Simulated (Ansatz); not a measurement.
Base system: SiC (space group P6_3mc, No. 186; a = 3.078 Å, c = 10.076 Å).

It is then changed as follows: cell and atoms relaxed at a pressure of 18 GPa.

Levels (all Ansatz, a quantum-chemistry and plane-wave program, PAW, earlier PAW set): PBEsol (420 eV, no SOC); PBEsol+SOC (420 eV, with spin-orbit coupling).

The geometry is relaxed with PBEsol.

| Quantity | Value |
|---|---|
| PBEsol valence-band top at Γ | 0.00, 0.00, -0.05 eV |
| PBEsol lowest conduction level above the VBM at special points | M 2.13 eV; L 2.58 eV; H 3.14 eV; K 3.89 eV |
| PBEsol width of the top valence band | 2.58 eV |

Task: What does PBEsol+SOC give at this geometry for the valence-band top at Γ, lowest conduction level above the VBM at special points and width of the top valence band?

Result: The valence-band top at Γ (three highest Kramers pairs, from the VBM) goes from 0.00, 0.00, -0.05 eV to 0.00, -0.01, -0.06 eV; the lowest conduction level above the VBM at special points changes from M 2.13 eV; L 2.58 eV; H 3.14 eV; K 3.89 eV to M 2.13 eV; L 2.58 eV; H 3.13 eV; K 3.88 eV; the width of the top valence band is still 2.58 eV.

Single points use the geometry relaxed with PBEsol. Differences between runs with and without spin-orbit coupling are approximate. The levels and masses belong to the bands next to the band gap. Load acts through the strain it causes; cell and atoms are relaxed under it. Whether these cells are dynamically stable was not tested. No other phases were tried under pressure.
